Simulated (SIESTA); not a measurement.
## A self-consistent single point of ZrAlCo4 (F-43m, 6 atoms in the cell) with SIESTA

Level of theory: GGA PBEsol, numerical atomic orbitals DZP, PseudoDojo PBEsol standard norm-conserving potentials (rewritten from UPF to PSML) (SIESTA 5.4.2).

The input file:

```
# files in the folder: Zr.psml Al.psml Co.psml (PseudoDojo PBEsol standard)
SystemName  ZrAlCo4
SystemLabel siesta

NumberOfAtoms                6
NumberOfSpecies              3
%block ChemicalSpeciesLabel
  1 40 Zr
  2 13 Al
  3 27 Co
%endblock ChemicalSpeciesLabel
LatticeConstant              1.0 Ang
%block LatticeVectors
     0.000000000    3.378605000    3.378605000
     3.378605000    0.000000000    3.378605000
     3.378605000    3.378605000    0.000000000
%endblock LatticeVectors
AtomicCoordinatesFormat      Ang
%block AtomicCoordinatesAndAtomicSpecies
     0.000000000    0.000000000    0.000000000  1
     5.067907500    5.067907500    5.067907500  2
     2.545373435    2.545373435    2.545373435  3
     2.545373435    4.211836565    4.211836565  3
     4.211836565    4.211836565    2.545373435  3
     4.211836565    2.545373435    4.211836565  3
%endblock AtomicCoordinatesAndAtomicSpecies

XC.functional                GGA
XC.authors                   PBEsol
PAO.BasisSize                DZP
PAO.EnergyShift              0.005 Ry
MeshCutoff                   350 Ry
%block kgrid.MonkhorstPack
    7   0   0  0.0
    0   7   0  0.0
    0   0   7  0.0
%endblock kgrid.MonkhorstPack
OccupationFunction           MP
OccupationMPOrder            0
ElectronicTemperature        50.0 meV
Spin                         polarized
%block DM.InitSpin
  1 +0.00
  2 +0.00
  3 +3.00
  4 +3.00
  5 +3.00
  6 +3.00
%endblock DM.InitSpin

MaxSCFIterations             150
SCF.Mixer.Method             Broyden
SCF.Mixer.Weight             0.1
SCF.Mixer.History            6
SCF.DM.Tolerance             1.0E-05
Diag.ParallelOverK           true
WriteForces                  true
Charge.Mulliken              end
```

Log, with long lists cut:

```
reinit: Reading from file input.fdf

reinit: System Name: ZrAlCo4
reinit: System Label: siesta

NOTE on units for spin output:
{S} is the spin magnetic moment, in units of the Bohr magneton,
assuming a g-factor for the electron spin of exactly 2.
The spin magnetic moment is then numerically equal to the charge inbalance,
in units of electrons, between the spin-up and -down channels.

coor:   Atomic-coordinates input format  =     Cartesian coordinates
coor:                                          (in Angstroms)

siesta: Atomic coordinates (Bohr) and species
siesta:      0.00000   0.00000   0.00000  1        1
siesta:      9.57696   9.57696   9.57696  2        2
siesta:      4.81006   4.81006   4.81006  3        3
siesta:      4.81006   7.95922   7.95922  3        4
siesta:      7.95922   7.95922   4.81006  3        5
siesta:      7.95922   4.81006   7.95922  3        6

siesta: System type = bulk

initatomlists: Number of atoms, orbitals, and projectors:      6   108   108

siesta: ******************** Simulation parameters ****************************
redata: Spin configuration                          = collinear
redata: Time-Reversal Symmetry                      = T
redata: Number of Atomic Species                    =        3
redata: Mesh Cutoff                                 =   350.0000 Ry
redata: Net charge of the system                    =     0.0000 |e|
redata: Min. number of SCF Iter                     =        0
redata: Max. number of SCF Iter                     =      150
redata: SCF convergence failure will abort job
redata: SCF mix quantity                            = Hamiltonian
redata: Mix DM or H after convergence               =   F
redata: Recompute H after scf cycle                 =   F
redata: Mix DM in first SCF step                    =   T
redata: No kicks to SCF
redata: DM Mixing Weight for Kicks                  =     0.5000
   [... lines left out ...]
diag: Used triangular part                          = Lower
diag: Absolute tolerance                            =  0.100E-15
diag: Orthogonalization factor                      =  0.100E-05
diag: Memory factor                                 =  1.0000

superc: Internal auxiliary supercell:     7 x     7 x     7  =     343
superc: Number of atoms, orbitals, and projectors:   2058  37044  37044

                        Single-point calculation

superc: Internal auxiliary supercell:     7 x     7 x     7  =     343
superc: Number of atoms, orbitals, and projectors:   2058  37044  37044

outcell: Unit cell vectors (Ang):
        0.000000    3.378605    3.378605
        3.378605    0.000000    3.378605
        3.378605    3.378605    0.000000

outcell: Cell vector modules (Ang)   :    4.778069    4.778069    4.778069
outcell: Cell angles (23,13,12) (deg):     60.0000     60.0000     60.0000
outcell: Cell volume (Ang**3)        :     77.1334
new_DM -- step:     1
Initializing Density Matrix...

Attempting to read DM from file... Failed...
DM filled with atomic data (user-defined):

InitMesh: MESH = 48 x 48 x 48 = 110592
InitMesh: Mesh cutoff (required, used) =   350.000   418.380 Ry

stepf: Methfessel-Paxton step function
       Using Hermite-Gauss polynomials of order  0
        iscf     Eharris(eV)        E_KS(eV)     FreeEng(eV)     dDmax    Ef(eV) dHmax(eV)
   scf:    1   -17921.175730   -18037.759874   -18037.773178  1.126294 -3.675799 20.130310
     spin moment: {S} , |S| = {        0.0        0.0    8.22480 }     8.22480
   scf:    2   -18084.502524   -18069.728715   -18069.738157  0.340659 -4.787327  6.544293
     spin moment: {S} , |S| = {        0.0        0.0    7.17518 }     7.17518
   scf:    3   -18073.535512   -18072.509856   -18072.521776  0.122938 -5.289527  4.050742
     spin moment: {S} , |S| = {        0.0        0.0    6.53925 }     6.53925
   scf:    4   -18074.083241   -18073.445463   -18073.455043  0.095889 -5.560367  1.016921
     spin moment: {S} , |S| = {        0.0        0.0    5.84431 }     5.84431
   scf:    5   -18072.679052   -18073.294723   -18073.304822  0.061768 -5.705661  2.856333
     spin moment: {S} , |S| = {        0.0        0.0    5.35541 }     5.35541
   scf:    6   -18073.813267   -18073.709915   -18073.718145  0.029281 -5.735663  0.748717
   [... lines left out ...]
   scf:   34   -18073.914296   -18073.914290   -18073.923357  0.000065 -5.827253  0.000645
     spin moment: {S} , |S| = {        0.0        0.0    3.03146 }     3.03146
   scf:   35   -18073.914295   -18073.914293   -18073.923357  0.000039 -5.827247  0.000537
     spin moment: {S} , |S| = {        0.0        0.0    3.03097 }     3.03097
   scf:   36   -18073.914296   -18073.914295   -18073.923357  0.000035 -5.827244  0.000488
     spin moment: {S} , |S| = {        0.0        0.0    3.03061 }     3.03061
   scf:   37   -18073.914296   -18073.914295   -18073.923357  0.000020 -5.827240  0.000459
     spin moment: {S} , |S| = {        0.0        0.0    3.03043 }     3.03043
   scf:   38   -18073.914296   -18073.914295   -18073.923357  0.000017 -5.827238  0.000344
     spin moment: {S} , |S| = {        0.0        0.0    3.03030 }     3.03030
   scf:   39   -18073.914295   -18073.914295   -18073.923357  0.000010 -5.827236  0.000310
     spin moment: {S} , |S| = {        0.0        0.0    3.03026 }     3.03026
SCF Convergence by DM+H criterion
max |DM_out - DM_in|         :     0.0000095634
max |H_out - H_in|      (eV) :     0.0003099786
SCF cycle converged after 39 iterations

Using DM_out to compute the final energy and forces

siesta: E_KS(eV) =           -18073.9143

siesta: E_KS - E_eggbox =    -18073.9143

siesta: Atomic forces (eV/Ang):
     1    0.000058    0.000058    0.000065
     2   -0.000032   -0.000032   -0.000039
     3   -0.160597   -0.160597   -0.160597
     4   -0.160796    0.160684    0.160684
     5    0.160684    0.160684   -0.160795
     6    0.160684   -0.160796    0.160684
   Tot    0.000001    0.000001    0.000001
   Max    0.160796
   Res    0.131203    sqrt( Sum f_i^2 / 3N )
   Max    0.160796    constrained

Stress tensor Voigt[x,y,z,yz,xz,xy] (kbar):       82.06       82.06       82.06       -0.29       -0.29       -0.29
(Free)E + p*V (eV/cell)   -18077.8739
Target enthalpy (eV/cell)   -18073.9234

siesta: Program's energy decomposition (eV):
siesta: Ebs     =     -2999.355638
siesta: Eions   =     22723.202158
siesta: Ena     =      1994.634020
siesta: Ekin    =      7792.943668
siesta: Enl     =     -1912.036831
siesta: Eso     =         0.000000
siesta: Edftu   =         0.000000
siesta: DEna    =       101.415051
siesta: DUscf   =         1.883165
siesta: DUext   =         0.000000
siesta: Ex      =     -3148.939154
siesta: Ec      =      -180.612055
siesta: Exc     =     -3329.551209
siesta: Eharris =    -18073.914295
siesta: Etot    =    -18073.914295
siesta: FreeEng =    -18073.923357

siesta: Atomic forces (eV/Ang):
siesta:      1    0.000058    0.000058    0.000065
siesta:      2   -0.000032   -0.000032   -0.000039
siesta:      3   -0.160597   -0.160597   -0.160597
siesta:      4   -0.160796    0.160684    0.160684
siesta:      5    0.160684    0.160684   -0.160795
siesta:      6    0.160684   -0.160796    0.160684
siesta: ----------------------------------------
siesta:    Tot    0.000001    0.000001    0.000001

siesta: Stress tensor (static) (eV/Ang**3):
siesta:     0.051217   -0.000181   -0.000181
siesta:    -0.000181    0.051217   -0.000181
siesta:    -0.000181   -0.000181    0.051217

   [... lines left out ...]
siesta: Cell volume =         77.133361 Ang**3
siesta:         -82.05812154        -93.17727335  kBar
   [... lines left out ...]

Species: Co
Atom  Qatom  Qorb
               3s      4s      4s      3py     3pz     3px     4py     4pz
               4px     3dxy    3dyz    3dz2    3dxz    3dx2-y2 3dxy    3dyz
               3dz2    3dxz    3dx2-y2
   3  8.038   0.944   0.124   0.014   1.000   1.000   1.000   0.201   0.201
              0.201   0.788   0.788   0.716   0.788   0.716  -0.092  -0.092

             -0.085  -0.092  -0.085
   4  8.038   0.944   0.124   0.014   1.000   1.000   1.000   0.201   0.201
              0.201   0.788   0.788   0.716   0.788   0.716  -0.092  -0.092

             -0.085  -0.092  -0.085
   5  8.038   0.944   0.124   0.014   1.000   1.000   1.000   0.201   0.201
              0.201   0.788   0.788   0.716   0.788   0.716  -0.092  -0.092

             -0.085  -0.092  -0.085
   6  8.038   0.944   0.124   0.014   1.000   1.000   1.000   0.201   0.201
              0.201   0.788   0.788   0.716   0.788   0.716  -0.092  -0.092

             -0.085  -0.092  -0.085

mulliken: Qtot =       39.985

Mulliken Atomic Populations:
Atom #   charge [q] valence [e]      Sz [e]  Species
     1     0.075758   11.924242   -0.389588  Zr
     2    -0.226063    3.226063   -0.128752  Al
     3     0.037598   16.962402    0.887036  Co
     4     0.037565   16.962435    0.887185  Co
     5     0.037576   16.962424    0.887190  Co
     6     0.037565   16.962435    0.887185  Co
 Total    -0.000000                3.030255
```

The run converged in 39 iterations.

The starting cell comes from a database of computed structures (which also holds hypothetical and non-ambient phases and stackings), without a prior relaxation at this level. The magnetic order is the one reached from the typed start; others were not searched systematically. Values carry the incompleteness of an atom-centred basis. With a pressure of about -8 GPa the cell is away from its equilibrium volume at this level.

Cost on one core of a shared machine: roughly 10 min.
